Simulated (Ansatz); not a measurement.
Output of an Ansatz run (abridged):

```
WARN the atoms were moved onto the symmetric positions of the space group found under crystal.symmetry.tolerance 1.0e-5 (fractional …
WARN ansatz: RAYON_NUM_THREADS=1 ignored (pool sized by the plan → 1); use --threads N
Pseudopotentials: kind: paw
Pseudopotential: Co, paw, valence charge 17
Pseudopotential: Au, paw, valence charge 19
Pseudopotential: O, paw, valence charge 6
Crystal: 8 atoms, lattice volume = 86.408 Å³
Basis set: ecut = 420.4159175005146 eV, 1709 PW (Γ)
Bands: 58, of which v1, the nominal top of the filled ones, is band 48 counted from 1 (47 counted from 0)
Symmetry: 24 space group operations
Space group: P63/mmc (ITA 194), of the structure as read, at distance tolerance 4.4e-5 Å
k-points: 42 of 507
PAW frozen core: Co, regenerated for the run's functional, and the local potential with it
PAW frozen core: Au, regenerated for the run's functional, and the local potential with it
PAW frozen core: O, regenerated for the run's functional, and the local potential with it
Initial density: superposition of atomic densities (neutral atoms: chi_scale 0, normalization atom), corrected by the library's trained network
Initial wavefunctions: pseudopotential atomic-orbital guess
Eigensolver: davidson
Functional: x = slater, c = lda
SCF iter   1: F=—  HF=-38072.790798 eV  |F-HF|=—  |Δ(HF+E_count)|=         —  Δρ=2.17e-2  dr2=2.85e-1  ethr=1.77e-3  ⟨swp⟩=6.0  Hψ=8645  notcnv=0  defer=7
all-band conjugate gradients solve this SCF's bands
preconditioner: auto → Kerker (q_TF=auto, 2.777 Å⁻¹)
SCF iter   2: F=—  HF=-38072.725503 eV  |F-HF|=—  |Δ(HF+E_count)|=   6.53e-2  Δρ=9.34e-3  dr2=6.26e-2  ethr=2.97e-4  ⟨swp⟩=2.9  Hψ=4301  notcnv=0  defer=77
SCF iter   3: F=—  HF=-38072.711329 eV  |F-HF|=—  |Δ(HF+E_count)|=   1.42e-2  Δρ=1.99e-3  dr2=3.54e-3  ethr=6.52e-5  ⟨swp⟩=2.0  Hψ=2997  notcnv=0  defer=77
SCF iter   4: F=—  HF=-38072.710683 eV  |F-HF|=—  |Δ(HF+E_count)|=   6.46e-4  Δρ=6.31e-4  dr2=4.73e-4  ethr=3.69e-6  ⟨swp⟩=2.1  Hψ=3406  notcnv=0  defer=77
SCF iter   5: F=—  HF=-38072.710591 eV  |F-HF|=—  |Δ(HF+E_count)|=   9.13e-5  Δρ=2.26e-4  dr2=1.02e-4  ethr=4.93e-7  ⟨swp⟩=1.5  Hψ=2419  notcnv=0  defer=77
SCF iter   6: F=—  HF=-38072.710580 eV  |F-HF|=—  |Δ(HF+E_count)|=   1.19e-5  Δρ=1.23e-4  dr2=2.68e-5  ethr=1.06e-7  ⟨swp⟩=1.2  Hψ=2292  notcnv=0  defer=77
SCF iter   7: F=—  HF=-38072.710581 eV  |F-HF|=—  |Δ(HF+E_count)|=   1.72e-6  Δρ=6.08e-5  dr2=7.24e-6  ethr=2.79e-8  ⟨swp⟩=1.2  Hψ=2318  notcnv=0  defer=77
SCF iter   8: F=—  HF=-38072.710580 eV  |F-HF|=—  |Δ(HF+E_count)|=   8.74e-7  Δρ=1.33e-5  dr2=1.09e-7  ethr=7.54e-9  ⟨swp⟩=1.7  Hψ=2468  notcnv=0  defer=77
SCF iter   9: F=-38072.710580 eV  HF=-38072.710580 eV  |F-HF|=4.03e-9  |Δ(HF+E_count)|=   9.15e-9  Δρ=4.12e-6  dr2=1.39e-8  ethr=1.04e-10  ⟨swp⟩=9.3  Hψ=9287  notcnv=0
SCF 1 converged in 9 iterations: F = -38072.710580 eV  dr2 = 1.39e-8
SCF converged after 9 iterations
Free energy (F): -38072.710580 eV
Harris-Foulkes:  -38072.710580 eV  (|F-HF|=4.03e-9)
Internal energy: -38072.704705 eV  (E = F + TS)
E sigma→0 (E₀):  -38072.707643 eV
Entropy (-TS):   -0.005875 eV (-0.734 meV/atom)
Fermi energy:    15.052359 eV
--- Per-component energies (eV) ---
  E_band       = -1121.454756
  E_kinetic    = 2804.529134
  E_local      = -11874.694866  (includes V_loc(G=0)·N_el)
  E_nonlocal   = 1282.414570
  E_hartree    = 4919.308977
  E_xc         = -1054.615315
  E_vxc        = -1326.908366  (∫ρ·V_xc dr)
  E_paw        = -22332.811790  (= ΣΔE_a)
  E_vpaw       = -1845.419930  (= ΣTr[D̂ρ^β])
  E_aug_tail   = 0.012410  (compensation charges beyond the density's cutoff)
  E_ewald      = -11819.117448
  E_core_change = 2.269622  (= ΣΔE_core)
  E_smearing   = -0.005875  (= −TS)
  E_closure    = -0.000000  (closes the sum)
  Σ components = -38072.710580   (vs F -38072.710580, Δ=0.00e0)
--- Forces (eV/Å), atoms counted from 1 ---
  atom   1  Co     0.00000000    -0.00000000     0.00000000
  atom   2  Co     0.00000000     0.00000000     0.00000000
  atom   3  Au     0.00000000    -0.00000000    -0.00000000
  atom   4  Au    -0.00000000     0.00000000     0.00000000
  atom   5  O      0.00000000    -0.00000000     0.36542061
  atom   6  O     -0.00000000     0.00000000    -0.36542061
  atom   7  O     -0.00000000     0.00000000     0.36542061
  atom   8  O      0.00000000    -0.00000000    -0.36542061
  max |Σ_I F_I| component: 2.54e-17 eV/Å
--- Stress (GPa, compression-positive) ---
       -7.912225      -0.000000      -0.000000
       -0.000000      -7.912225       0.000000
       -0.000000       0.000000      -7.360682
  P = ⅓ Tr σ = -7.7284 GPa (-77.284 kbar)
  The stress holds the Pulay correction. Without it, at fixed plane waves, as pw.x and ABINIT print it: P = -8.6056 GPa
--- Band table (eV; the first three rows and the last of 42) ---
  k-point 0: bands = ["-90.5336", "-90.5336", "-79.5771", "-79.5771", "-43.2992", "-43.2992", "-43.2992", "-43.2992", "-43.1612", "-43.1611", "-42.0621", "-42.0620", "-41.6763", "-41.6763", "-41.6763", "-41.6763", "-5.7945", "-5.6329", "-4.0779", [...]
  k-point 1: bands = ["-90.5336", "-90.5336", "-79.5771", "-79.5771", "-43.2992", "-43.2992", "-43.2992", "-43.2992", "-43.1612", "-43.1611", "-42.0621", "-42.0620", "-41.6763", "-41.6763", "-41.6763", "-41.6763", "-5.7580", "-5.6777", "-4.0045", [...]
  k-point 2: bands = ["-90.5331", "-90.5331", "-79.5768", "-79.5767", "-43.3031", "-43.3031", "-43.3001", "-43.3001", "-43.1606", "-43.1605", "-42.0609", "-42.0608", "-41.6866", "-41.6865", "-41.6789", "-41.6789", "-5.7263", "-5.5641", "-4.0693", [...]
  k-point 41: bands = ["-90.5242", "-90.5242", "-79.5702", "-79.5702", "-43.3509", "-43.3508", "-43.3407", "-43.3407", "-43.1495", "-43.1495", "-42.0394", "-42.0394", "-41.8131", "-41.8131", "-41.7872", "-41.7872", "-4.1227", "-4.0886", "-3.9173", [...]
```

The structure:

```
CELL_PARAMETERS angstrom
      2.87019     0.00000     0.00000
     -1.43509     2.48565     0.00000
      0.00000     0.00000    12.11167
ATOMIC_POSITIONS crystal
  Co 0.00000 0.00000 0.00000
  Co 0.00000 0.00000 0.50000
  Au 0.66667 0.33333 0.75000
  Au 0.33333 0.66667 0.25000
  O  0.33333 0.66667 0.42187
  O  0.66667 0.33333 0.57813
  O  0.66667 0.33333 0.92187
  O  0.33333 0.66667 0.07813
```

Task: What input produced this log?

Result: Other spellings and defaults could give the same log, and not every line can be read from it. The input that was run (DFT, LDA (PW92), plane waves, default PAW files made with PBE):

Ansatz 0.2 input:
```yaml
crystal:
  lattice:
    - [2.87018700, 0.00000000, 0.00000000]
    - [-1.43509300, 2.48565500, 0.00000000]
    - [0.00000000, 0.00000000, 12.11166700]
  atoms:
    - { symbol: Co, position_ang: [0.00000000, 0.00000000, 0.00000000] }
    - { symbol: Co, position_ang: [0.00000000, 0.00000000, 6.05583350] }
    - { symbol: Au, position_ang: [1.43509510, 0.82855084, 9.08375025] }
    - { symbol: Au, position_ang: [-0.00000110, 1.65710416, 3.02791675] }
    - { symbol: O, position_ang: [-0.00000110, 1.65710416, 5.10954896] }
    - { symbol: O, position_ang: [1.43509510, 0.82855084, 7.00211804] }
    - { symbol: O, position_ang: [1.43509510, 0.82855084, 11.16538246] }
    - { symbol: O, position_ang: [-0.00000110, 1.65710416, 0.94628454] }
basis:
  ecutwfc: 30.9 Ry
kpoints:
  mp_grid: { grid: [13, 13, 3] }
hamiltonian:
  xc: lda
  pseudopotentials: { kind: paw }
scf:
  occupations: { method: gaussian, width: 0.0073 Ry }
output:
  forces: true
  eigenvalues: true
  stress: true
```

The starting cell comes from a database of computed structures (which also holds hypothetical and non-ambient phases and stackings), without a prior relaxation at this level. Its lattice was rescaled by up to half a per cent. Spin-orbit coupling is off. Spin polarisation is off, so a magnetic state, if there is one, cannot be reached. With a pressure of about -8 GPa the cell is away from its equilibrium volume at this level. Ansatz's pressure includes its estimate of the finite-basis (Pulay) stress. Without the estimate this run gives -8.61 GPa.

Ansatz is a program for electronic structure.
